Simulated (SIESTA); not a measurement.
SIESTA run on Fe3Rh (P1, 4 atoms in the cell): self-consistent single point.

Computed with GGA PBEsol, numerical atomic orbitals DZP, PseudoDojo PBEsol standard norm-conserving potentials (rewritten from UPF to PSML) run with SIESTA.

The change in words: atoms moved at random. Reference geometry:
```
Fe3Rh
1.0
    0.00000     2.95649     2.95649
    2.95649     0.00000     2.95649
    2.95649     2.95649     0.00000
Fe Rh
3 1
Cartesian
  4.43473   4.43473   4.43473
  1.47824   1.47824   1.47824
  0.00000   0.00000   0.00000
  2.95649   2.95649   2.95649
```
Moments meant for the start (each program seeds them in its own way; μB, in the order of the atoms Fe Fe Fe Rh): 4.0 4.0 4.0 1.0.

Reference input (self-consistent single point, DFT, GGA PBEsol, numerical atomic orbitals DZP, PseudoDojo PBEsol standard norm-conserving potentials (rewritten from UPF to PSML)): XC.functional = GGA; XC.authors = PBEsol; potentials = PseudoDojo PBEsol standard; PAO.BasisSize = DZP; PAO.EnergyShift = 0.005 Ry; MeshCutoff = 350 Ry; kgrid.MonkhorstPack = 8 8 8; OccupationFunction = MP; OccupationMPOrder = 0; ElectronicTemperature = 0.272 eV; Spin = polarized; DM.InitSpin = [1 +4.00, 2 +4.00, 3 +4.00, 4 +1.00]. This run's input differs from it in these lines:

```diff
@@ -18,6 +18,6 @@
 %block AtomicCoordinatesAndAtomicSpecies
-     1.060660070    1.060660070    1.060660070  1
-     0.353553357    0.353553357    0.353553357  1
-     0.000000000    0.000000000    0.000000000  1
-     0.707106713    0.707106713    0.707106713  2
+     1.059405663    1.052705826    1.059170196  1
+     0.353977621    0.374099049    0.349495978  1
+     0.002609931   -0.006752162   -0.000226274  1
+     0.705326219    0.701266719    0.712878825  2
 %endblock AtomicCoordinatesAndAtomicSpecies
```

The program printed (abridged):

```
        iscf     Eharris(eV)        E_KS(eV)     FreeEng(eV)     dDmax    Ef(eV) dHmax(eV)
   scf:    1   -13361.223401   -13400.757646   -13400.833622  0.585718 -3.195388 13.806644
     spin moment: {S} , |S| = {        0.0        0.0    9.57275 }     9.57275
   scf:    2   -13408.354796   -13405.516798   -13405.592274  0.138562 -3.631255  7.384574
     spin moment: {S} , |S| = {        0.0        0.0    9.79050 }     9.79050
   scf:    3   -13409.397103   -13407.674834   -13407.751916  0.084837 -4.097426  4.570838
     spin moment: {S} , |S| = {        0.0        0.0    9.75631 }     9.75631
   [... lines left out ...]
     spin moment: {S} , |S| = {        0.0        0.0    9.30286 }     9.30286
   scf:   17   -13409.289686   -13409.289688   -13409.369466  0.000057 -4.997009  0.000247
     spin moment: {S} , |S| = {        0.0        0.0    9.30282 }     9.30282
   scf:   18   -13409.289689   -13409.289689   -13409.369466  0.000012 -4.997021  0.000168
     spin moment: {S} , |S| = {        0.0        0.0    9.30283 }     9.30283
   scf:   19   -13409.289690   -13409.289689   -13409.369466  0.000004 -4.997027  0.000151
     spin moment: {S} , |S| = {        0.0        0.0    9.30285 }     9.30285
SCF Convergence by DM+H criterion
max |DM_out - DM_in|         :     0.0000041183
max |H_out - H_in|      (eV) :     0.0001505359
SCF cycle converged after 19 iterations

Using DM_out to compute the final energy and forces

siesta: E_KS(eV) =           -13409.2897

siesta: E_KS - E_eggbox =    -13409.2897

siesta: Atomic forces (eV/Ang):
     1    0.042247    0.209624    0.127800
     2    0.035051   -0.935988    0.212834
     3   -0.095187    0.304403    0.000902
     4    0.019344    0.427598   -0.353328
   Tot    0.001455    0.005638   -0.011792
   Max    0.935988
   Res    0.340886    sqrt( Sum f_i^2 / 3N )
   Max    0.935988    constrained

Stress tensor Voigt[x,y,z,yz,xz,xy] (kbar):      115.90      117.63      116.93       -0.66      -15.26        1.22
(Free)E + p*V (eV/cell)   -13413.1379
   [... lines left out ...]
siesta: FreeEng =    -13409.369466
siesta: Cell volume =         51.684162 Ang**3
siesta:        -116.82038288       -125.42846272  kBar
   [... lines left out ...]

             -0.053  -0.081  -0.053

mulliken: Qtot =       27.849

Mulliken Atomic Populations:
Atom #   charge [q] valence [e]      Sz [e]  Species
     1     0.536739   15.463261    2.973844  Fe
     2     0.526644   15.473356    2.962404  Fe
     3    -0.207687   16.207687    2.721799  Fe
     4    -0.855696   17.855696    0.644798  Rh
 Total    -0.000000                9.302846
```

The run converged in 19 iterations. Against the reference run the free energy goes up by 15.0 meV/atom, the pressure goes from -12.59 to -11.68 GPa, the largest force goes from 0.000 to 0.961 eV/Å and the size of the net moment stays at 2.33 μB/atom.

The starting cell comes from a database of computed structures (which also holds hypothetical and non-ambient phases and stackings), without a prior relaxation at this level. Its lattice was rescaled by a random factor within 2.5 % of one. For this run, on top of that: atoms moved at random. The magnetic order is the one reached from the typed start; others were not searched systematically. Values carry the incompleteness of an atom-centred basis. With a pressure of about -12 GPa the cell is away from its equilibrium volume at this level.

Cost on one core of a shared machine: roughly 2 min.
